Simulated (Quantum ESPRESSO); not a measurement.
Input and output of a self-consistent single point for Sr5Ir6O18 (Im-3, 29 atoms in the cell) (Quantum ESPRESSO).

Method of the run: PBEsol, GBRV 1.5 ultrasoft (PBESOL) pseudopotentials (plane waves; Quantum ESPRESSO).

```
CELL_PARAMETERS angstrom
     -4.71000     4.71000     4.71000
      4.71000    -4.71000     4.71000
      4.71000     4.71000    -4.71000
ATOMIC_POSITIONS crystal
  Sr 0.50000 0.50000 0.50000
  Sr 0.00000 0.00000 0.50000
  Sr 0.50000 0.00000 0.00000
  Sr 0.00000 0.50000 0.00000
  Sr 0.00000 0.00000 0.00000
  Ir 0.50000 0.84467 0.34467
  Ir 0.50000 0.15533 0.65533
  Ir 0.34467 0.50000 0.84467
  Ir 0.65533 0.50000 0.15533
  Ir 0.84467 0.34467 0.50000
  Ir 0.15533 0.65533 0.50000
  O  0.66510 0.71136 0.37646
  O  0.33490 0.28864 0.62354
  O  0.33490 0.71136 0.04626
  O  0.66510 0.28864 0.95374
  O  0.37646 0.66510 0.71136
  O  0.62354 0.33490 0.28864
  O  0.04626 0.33490 0.71136
  O  0.95374 0.66510 0.28864
  O  0.71136 0.37646 0.66510
  O  0.28864 0.62354 0.33490
  O  0.71136 0.04626 0.33490
  O  0.28864 0.95374 0.66510
  O  0.00000 0.34794 0.34794
  O  0.00000 0.65206 0.65206
  O  0.34794 0.00000 0.34794
  O  0.65206 0.00000 0.65206
  O  0.34794 0.34794 0.00000
  O  0.65206 0.65206 0.00000
```

Reference input (self-consistent single point, DFT, PBEsol, plane waves, GBRV 1.5 ultrasoft (PBESOL) pseudopotentials): ecutwfc = 40 Ry; ecutrho = 320 Ry; occupations = smearing; smearing = cold; degauss = 0.0073499 Ry; potentials = {Sr: sr_pbesol_v1.uspp.F.UPF, Ir: ir_pbesol_v1.2.uspp.F.UPF, O: o_pbesol_v1.2.uspp.F.UPF}; K_POINTS = automatic 3 3 3 1 1 1; conv_thr = 1e-09 Ry; mixing_beta = 0.4. This run's input differs from it in these lines:

```diff
@@ -57,3 +57,3 @@
 K_POINTS {automatic}
-3 3 3  1 1 1
+5 5 5  1 1 1
 CELL_PARAMETERS {angstrom}
```

The program printed (abridged):

```
     Self-consistent Calculation

     iteration #  1     ecut=    40.00 Ry     beta= 0.40

     negative rho (up, down):  2.231E+00 0.000E+00

     total energy              =   -2013.86439877 Ry
     estimated scf accuracy    <      20.29120654 Ry

     iteration #  2     ecut=    40.00 Ry     beta= 0.40

     negative rho (up, down):  2.290E+00 0.000E+00

     total energy              =   -2017.95287469 Ry
     estimated scf accuracy    <      16.44649704 Ry

     iteration #  3     ecut=    40.00 Ry     beta= 0.40

     negative rho (up, down):  2.270E+00 0.000E+00

     total energy              =   -2020.72904595 Ry
     estimated scf accuracy    <       2.06205879 Ry

   [... 9 blocks of this kind left out ...]

     iteration # 13     ecut=    40.00 Ry     beta= 0.40

     negative rho (up, down):  2.202E+00 0.000E+00

     total energy              =   -2020.83534734 Ry
     estimated scf accuracy    <          1.7E-09 Ry

     iteration # 14     ecut=    40.00 Ry     beta= 0.40

     negative rho (up, down):  2.202E+00 0.000E+00
     End of self-consistent calculation

   [... 16 lines left out ...]

   [... 16 lines left out ...]

     the Fermi energy is    10.1255 ev

!    total energy              =   -2020.83534734 Ry
     estimated scf accuracy    <          2.9E-10 Ry
     smearing contrib. (-TS)   =       0.00062234 Ry
     internal energy E=F+TS    =   -2020.83596969 Ry

     convergence has been achieved in  14 iterations

     negative rho (up, down):  2.202E+00 0.000E+00

     Forces acting on atoms (cartesian axes, Ry/au):

     atom    1 type  1   force =    -0.00000000    0.00000000    0.00000000
     atom    2 type  1   force =    -0.00000000   -0.00000000    0.00000000
     atom    3 type  1   force =    -0.00000000   -0.00000000   -0.00000000
     atom    4 type  1   force =    -0.00000000    0.00000000   -0.00000000
   [... lines left out ...]
     Total force =     0.077729     Total SCF correction =     0.000008
   [... lines left out ...]

     negative rho (up, down):  2.202E+00 0.000E+00
          total   stress  (Ry/bohr**3)                   (kbar)     P=      -75.64
  -0.00051417  -0.00000000  -0.00000000          -75.64       -0.00       -0.00
  -0.00000000  -0.00051417  -0.00000000           -0.00      -75.64       -0.00
  -0.00000000  -0.00000000  -0.00051417           -0.00       -0.00      -75.64

   JOB DONE.
```

The run converged in 14 iterations. Against the reference run the free energy stays essentially unchanged (within 1 meV/atom), the pressure stays at -7.56 GPa and the largest force goes from 0.542 to 0.568 eV/Å.

The starting cell comes from a database of computed structures (which also holds hypothetical and non-ambient phases and stackings), without a prior relaxation at this level. Its lattice was rescaled by a random factor within 2.5 % of one. Spin polarisation is off. With a pressure of about -8 GPa the cell is away from its equilibrium volume at this level.

Cost on one core of a shared machine: roughly 20 min.
